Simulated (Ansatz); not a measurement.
# SnTe2 (model structure, started from the CdCl2 type, R-3m, No. 166, 3 atoms in the cell): properties by level of theory

```tsv
level (code)	equilibrium lattice constant a (Å)	c axis length (Å)	cohesive energy (eV/atom)
PBE (Ansatz)	4.238	18.694	2.76
PBEsol (Ansatz)	4.140	18.373	3.17
r²SCAN (Ansatz)	4.123	21.427	2.73
r²SCAN+rVV10 (Ansatz)	4.159	19.108	2.96
```

Ansatz's density-functional and Hartree–Fock values are scalar-relativistic unless marked +SOC, with PAW data made under PBE.

Free atoms are spin-polarised, in the lowest state found; at levels without +SOC their spin–orbit coupling is left out.

Static lattice: no zero-point or thermal effects.

A model structure was made by putting elements into a prototype or built by hand; it is no filed structure, need not be a known phase, and can be a saddle point held by its symmetry.

Ansatz is a program for electronic structure.
